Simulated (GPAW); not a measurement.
GPAW run on MgTl (Pm-3m, 2 atoms in the cell): relaxation of cell and atoms.

Level of theory: PBEsol, GPAW PAW datasets PBEsol (made by gpaw-setup) (plane waves; GPAW).

```
MgTl
1.0
    3.63780     0.00000     0.00000
    0.00000     3.63780     0.00000
    0.00000     0.00000     3.63780
Mg Tl
1 1
Cartesian
  0.00000   0.00000   0.00000
  1.81890   1.81890   1.81890
```

Reference input (self-consistent single point, DFT PBEsol, plane waves, GPAW PAW datasets PBEsol (made by gpaw-setup)): mode = pw; ecut = 800 eV; xc = PBEsol; kpts = 7 7 7; mesh shift (steps) = 0 0 0; occupations.name = methfessel-paxton; occupations.width = 0.272 eV; occupations.order = 0; nbands = -8; symmetry.symmorphic = false; symmetry.tolerance = 0.0005; maxiter = 150. This run's input differs from it in these lines:

```diff
@@ -1,2 +1,4 @@
 from ase import Atoms
+from ase.filters import FrechetCellFilter
+from ase.optimize import LBFGS
 from ase.units import GPa
@@ -17,2 +19,3 @@
             nbands=-8,
+            convergence={'density': 1e-05},
             symmetry={'symmorphic': False, 'tolerance': 0.0005},
@@ -21,2 +24,10 @@
 atoms.calc = calc
+
+target = FrechetCellFilter(atoms)
+
+opt = LBFGS(target, logfile='-')
+converged = opt.run(fmax=0.05, steps=40)
+print('Relaxation converged:', converged)
+print('Cell:', atoms.cell.cellpar().round(4))
+print(atoms.get_scaled_positions().round(5))
```

Output (repeated stretches shortened):

```
     iter     time        total  log10-change:
                         energy   eigst   dens
iter:   1 --:--:--    -5.033776
iter:   2 --:--:--    -5.034461   -0.89  -1.46
iter:   3 --:--:--    -4.949735   -1.55  -1.49
iter:   4 --:--:--    -4.965047   -2.31  -2.04
iter:   5 --:--:--    -4.953336   -2.39  -2.30
iter:   6 --:--:--    -4.946167   -3.74  -2.51
iter:   7 --:--:--    -4.945771c  -4.71  -2.68
iter:   8 --:--:--    -4.944605c  -4.13  -2.70
iter:   9 --:--:--    -4.944450c  -5.05  -3.33
iter:  10 --:--:--    -4.944448c  -6.86  -3.69
iter:  11 --:--:--    -4.944419c  -5.84  -3.75
iter:  12 --:--:--    -4.944418c  -7.05  -4.62
iter:  13 --:--:--    -4.944420c  -8.34c -4.80
iter:  14 --:--:--    -4.944420c  -8.55c -4.91
iter:  15 --:--:--    -4.944419c  -9.02c -4.99
iter:  16 --:--:--    -4.944419c  -8.96c -4.94
iter:  17 --:--:--    -4.944419c -10.27c -4.98
iter:  18 --:--:--    -4.944421c  -8.21c -4.99
iter:  19 --:--:--    -4.944421c  -9.44c -5.59c
Converged after 19 iterations.

Dipole moment: (0.000000, 0.000000, 0.000000) |e|*Ang

Energy contributions relative to reference atoms: (reference = -555334.183520)

Kinetic:         -2.107904
Potential:       +3.806570
External:        +0.000000
XC:              -6.711802
Entropy (-ST):   -0.027506
Local:           +0.082469
SIC:             +0.000000
--------------------------
Free energy:     -4.958174
Extrapolated:    -4.944421

Showing only first 2 kpts
 Kpt  Band  Eigenvalues  Occupancy
  0     9     -3.25045    2.00000
  0    10      8.69194    0.00000
  0    11      8.69194    0.00000
  0    12      8.69194    0.00000

  1     9     -3.01214    2.00000
  1    10      6.39812    0.44739
  1    11      8.96046    0.00000
  1    12      8.96046    0.00000

Fermi level: 6.25198

No gap
   [... lines left out ...]
Atomic positions and initial magnetic moments
Free energy:     -4.959598
Fermi level: 6.29301
No gap
Atomic positions and initial magnetic moments
Free energy:     -4.964304
Fermi level: 6.59653
No gap
   [... lines left out ...]
     0.000000    -0.000270     0.000000
     0.000000     0.000000    -0.000270

Forces in eV/Ang:
  0 Mg   -0.00000   -0.00000   -0.00000
  1 Tl   -0.00000    0.00000   -0.00000

LBFGS:    2 --:--:--       -4.964304        0.006279
Relaxation converged: True
Cell: [ 3.5976  3.5976  3.5976 90.     90.     90.    ]
[[0.  0.  0. ]
 [0.5 0.5 0.5]]
Energy (eV): -4.953107
Stress (GPa, Voigt): [-0.0432 -0.0432 -0.0432  0.      0.      0.    ]
```

The run converged. GPAW prints stress with tension positive. 

Summary of the result:
```
Item                                                                                                                        Result
-------------------------------------------------------  -------------------------------------------------------------------------
Free energy E − TS (from the program's reference atoms)                                                                 -4.9643 eV
Fermi level (on the code's own zero)                                                                                       6.60 eV
Pressure                                                                                                                  0.04 GPa
Final cell                                               a = 3.598 Å, b = 3.598 Å, c = 3.598 Å, α = 90.00°, β = 90.00°, γ = 90.00°
Final volume per atom                                                                                                     23.28 Å³
Relaxation steps                                                                                                                 2
```

The starting cell comes from a database of computed structures (which also holds hypothetical and non-ambient phases and stackings), without a prior relaxation at this level. The relaxation keeps the symmetry of its start, so its end need not be a minimum.

Cost on one core of a shared machine: roughly 80 s.
